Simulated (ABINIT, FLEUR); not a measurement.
A FLEUR input for a self-consistent single point of CaBr2 (P1, 6 atoms in the cell) (DFT, PBEsol, all-electron FLAPW (FLEUR), scalar-relativistic valence):

Input of the input generator:

```
scf CaBr2
&input film=f /
6.6549700000 0.0000000000 0.0000000000
0.0000000000 6.9055300000 0.0000000000
0.0000000000 0.0000000000 4.3657700000
1.8897261246
1.0 1.0 1.0

6
20 -0.0029750000 -0.0020520000 -0.0076670000
20 0.4890490000 0.4933240000 0.5077320000
35 0.2766400000 0.3263770000 -0.0050060000
35 0.7261930000 0.6821290000 -0.0009740000
35 0.7782290000 0.1736220000 0.4975630000
35 0.2328650000 0.8266000000 0.5083520000

&comp jspins=1 /
&exco xctyp='PBEs' /
&kpt div1=2 div2=2 div3=3 gamma=t /
&end /
```

```xml
<?xml version="1.0" encoding="UTF-8" standalone="no"?>
<fleurInput fleurInputVersion="0.39">
   <comment>
      scf CaBr2                                                                                           
   </comment>
   <calculationSetup>
      <cutoffs Kmax="3.9" Gmax="11.7" GmaxXC="11.7" numbands="0"/>
      <scfLoop itmax="80" minDistance="0.00001" maxIterBroyd="40" imix="Anderson" alpha="0.05" precondParam="0.0" spinf="2.0"/>
      <coreElectrons ctail="T" frcor="F" kcrel="0" coretail_lmax="0"/>
      <xcFunctional name="PBEs" relativisticCorrections="F"/>
      <magnetism jspins="1"/>
      <soc l_soc="F" theta="0.0" phi="0.0" spav="F"/>
      <expertModes spex="0" secvar="F"/>
      <geometryOptimization l_f="T" forcealpha="1.0" forcemix="BFGS" epsdisp="0.00001" epsforce="0.00001"/>
      <ldaU l_linMix="F" mixParam="0.05" spinf="1.0"/>
   </calculationSetup>
   <cell>
      <bzIntegration valenceElectrons="48.0" mode="hist" fermiSmearingEnergy="0.0001">
         <kPointListSelection listName="default-1"/>
         <!-- k-points included here -->
         <xi:include xmlns:xi="http://www.w3.org/2001/XInclude" href="kpts.xml"> </xi:include>
      </bzIntegration>
      <!-- symmetry operations included here -->
      <xi:include xmlns:xi="http://www.w3.org/2001/XInclude" href="sym.xml"> </xi:include>
      <bulkLattice scale="1.0">
         <bravaisMatrix>
            <row-1>   12.5760706674292599     0.0000000000000000     0.0000000000000000</row-1>
            <row-2>    0.0000000000000000    13.0495604452090372     0.0000000000000000</row-2>
            <row-3>    0.0000000000000000     0.0000000000000000     8.2501096229949429</row-3>
         </bravaisMatrix>
      </bulkLattice>
   </cell>
   <atomSpecies>
      <species name="Calcium (Ca)" element="Ca" atomicNumber="20">
         <mtSphere radius="2.56" gridPoints="883" logIncrement="0.014"/>
         <atomicCutoffs lmax="10" lnonsphr="8"/>
         <electronConfig flipSpins="F">
            <coreConfig>(1s1/2) (2s1/2) (2p1/2) (2p3/2)</coreConfig>
            <valenceConfig>(3s1/2) (3p1/2) (3p3/2) (4s1/2)</valenceConfig>
         </electronConfig>
         <energyParameters s="4" p="4" d="3" f="4"/>
         <lo type="SCLO" l="0" n="3" eDeriv="0"/>
         <lo type="SCLO" l="1" n="3" eDeriv="0"/>
      </species>
      <species name="Bromine (Br)" element="Br" atomicNumber="35">
         <mtSphere radius="2.56" gridPoints="883" logIncrement="0.014"/>
         <atomicCutoffs lmax="10" lnonsphr="8"/>
         <electronConfig flipSpins="F">
            <coreConfig>(1s1/2) (2s1/2) (2p1/2) (2p3/2) (3s1/2) (3p1/2) (3p3/2) (3d3/2) (3d5/2)</coreConfig>
            <valenceConfig>(4s1/2) (4p1/2) (4p3/2)</valenceConfig>
            <stateOccupation state="(4p1/2)" spinUp="0.8333333333333" spinDown="0.8333333333333"/>
            <stateOccupation state="(4p3/2)" spinUp="1.6666666666667" spinDown="1.6666666666667"/>
         </electronConfig>
         <energyParameters s="4" p="4" d="4" f="4"/>
      </species>
   </atomSpecies>
   <atomGroups>
      <atomGroup species="Calcium (Ca)">
         <relPos label="                   1">-.0029750000 -.0020520000 -.0076670000</relPos>
         <force calculate="T" relaxXYZ="TTT"/>
      </atomGroup>
      <atomGroup species="Calcium (Ca)">
         <relPos label="                   2">.4890490000 .4933240000 -.4922680000</relPos>
         <force calculate="T" relaxXYZ="TTT"/>
      </atomGroup>
      <atomGroup species="Bromine (Br)">
         <relPos label="                   3">.2766400000 .3263770000 -.0050060000</relPos>
         <force calculate="T" relaxXYZ="TTT"/>
      </atomGroup>
      <atomGroup species="Bromine (Br)">
         <relPos label="                   4">-.2738070000 -.3178710000 -.0009740000</relPos>
         <force calculate="T" relaxXYZ="TTT"/>
      </atomGroup>
      <atomGroup species="Bromine (Br)">
         <relPos label="                   5">-.2217710000 .1736220000 .4975630000</relPos>
         <force calculate="T" relaxXYZ="TTT"/>
      </atomGroup>
      <atomGroup species="Bromine (Br)">
         <relPos label="                   6">.2328650000 -.1734000000 -.4916480000</relPos>
         <force calculate="T" relaxXYZ="TTT"/>
      </atomGroup>
   </atomGroups>
   <output dos="F" band="F" slice="F">
      <checks vchk="F" cdinf="F"/>
      <bandDOS minEnergy="-.5*Htr" maxEnergy="0.5*Htr" sigma="0.015" storeEVData="T"/>
      <vacuumDOS vacdos="F" integ="F" star="F" nstars="0" locx1="0.0" locy1="0.0" locx2="0.0" locy2="0.0" nstm="0" tworkf="0.0"/>
      <unfoldingBand unfoldBand="F" supercellX="1" supercellY="1" supercellZ="1"/>
      <plotting iplot="0" polar="F">
         <plot TwoD="T" vec1="  1.0  0.0  0.0" vec2="  0.0  1.0  0.0" vec3="  0.0  0.0  1.0" zero="  0.0  0.0  0.0" file="plot"/>
      </plotting>
      <chargeDensitySlicing numkpt="0" minEigenval="0.0" maxEigenval="0.0" nnne="0" pallst="F"/>
      <specialOutput eonly="F"/>
      <magneticCircularDichroism mcd="F" energyLo="-10.0" energyUp="0.0"/>
   </output>
  <!-- We include the file relax.xml here to enable relaxations (see documentation) -->
  <xi:include xmlns:xi="http://www.w3.org/2001/XInclude" href="relax.xml"> <xi:fallback/> </xi:include>
</fleurInput>
```

Problem. Give the ABINIT input for the same structure, mesh, smearing and functional.

Solution. This is the input that was run; spellings and numerical settings could be chosen otherwise.

```
# CaBr2, PseudoDojo nc-sr-04 PBEsol standard
pp_dirpath "./"
pseudos "Ca.upf, Br.upf"
acell 3*1.0
rprim
        12.5760706676    0.0000000000    0.0000000000
         0.0000000000   13.0495604454    0.0000000000
         0.0000000000    0.0000000000    8.2501096231
natom 6
ntypat 2
znucl 20 35
typat 1 1 2 2 2 2
xcart
         6.6351714642    6.8913598524    4.3322976414
         3.2546064235    3.4066636817    2.2166411336
         1.8410309008    2.2538061648    4.3439149554
         4.8327926292    4.7104622734    4.3615177400
         5.1790906481    1.1989519297    2.1722456185
         1.5497095890    5.7081110980    2.2193479110
      Angstrom
ecut 68 Ry
ixc -116133
occopt 1
nband 26
kptopt 1
ngkpt 2 2 3
nshiftk 1
shiftk 0 0 0
nstep 60
tolvrs 1.0e-12
diemac 4
prtwf 0
prtden 0
prtvol 1
enunit 1
```

Basis, cutoffs, solver keys and any potentials are the target program's own. This input uses DFT, PBEsol, plane waves, norm-conserving pseudopotentials (PseudoDojo nc-sr-04 PBEsol standard).

The starting cell comes from a database of computed structures (which also holds hypothetical and non-ambient phases and stackings), without a prior relaxation at this level. For this run, on top of that: atoms moved at random.
